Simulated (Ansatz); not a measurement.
## Converging zone-centre phonons against the mesh: TiB2 (P6/mmm, 3 atoms in the cell)

```xyz
3
Lattice="1.5074 -2.6109 0.0000 1.5074 2.6109 0.0000 0.0000 0.0000 3.2138" Properties=species:S:1:pos:R:3 pbc="T T T"
Ti     0.0000     0.0000     0.0000
B      1.5074     0.8703     1.6069
B      1.5074    -0.8703     1.6069
```

Method: PBE (plane waves, PAW; Ansatz, an electronic-structure program).

Base settings: basis.ecutwfc = 30.9 Ry; kpoints.mp_grid.grid = 13 13 10; hamiltonian.xc = pbe; hamiltonian.pseudopotentials = {kind: paw} (the program's default PAW files); scf.occupations.method = fermi_dirac; scf.occupations.width = 0.0073 Ry.

In this ladder: phonons.method = dfpt.

Frequencies are those of the unrelaxed cell, without the LO-TO term of polar crystals.

Only quantities that move along the ladder and can be compared are tabulated.

Core times come from one kind of shared machine, to one figure; runs under 30 s give none.

The starting cell has typed, rounded lattice constants, without a prior relaxation at this level. Its lattice was rescaled by up to half a per cent. Spin polarisation is off. In the base run, with a pressure of about 4 GPa the cell is away from its equilibrium volume at this level.

Steps (kpoints.mp_grid.grid): 4 4 3; 4 4 4; 5 5 4; 6 6 5; 8 8 6; 10 10 8; 12 12 10; 15 15 12; 18 18 15; 23 23 19; 29 29 23.

What is the coarsest kpoints.mp_grid.grid that holds the lowest optical frequency within 10 cm⁻¹ of the last step, with all finer ones?

8 8 6; the step before is off by 14 cm⁻¹.

What is the coarsest kpoints.mp_grid.grid that holds the highest zone-centre frequency within 5 cm⁻¹ of the last step, with all finer ones?

10 10 8; the step before is off by 9.6 cm⁻¹.

```tsv
kpoints.mp_grid.grid	highest zone-centre frequency (cm⁻¹)	lowest optical frequency (cm⁻¹)	core time / last (rough)
4 4 3	860.4	498.0	–
4 4 4	943.5	493.1	–
5 5 4	916.7	496.8	–
6 6 5	888.7	504.7	–
8 8 6	914.2	520.3	–
10 10 8	902.1	518.7	–
12 12 10	904.4	519.9	0.06
15 15 12	905.7	519.9	0.06
18 18 15	905.8	519.1	0.2
23 23 19	905.1	518.7	0.3
29 29 23	904.6	518.4	1
```

Keys are those of Ansatz 0.2.
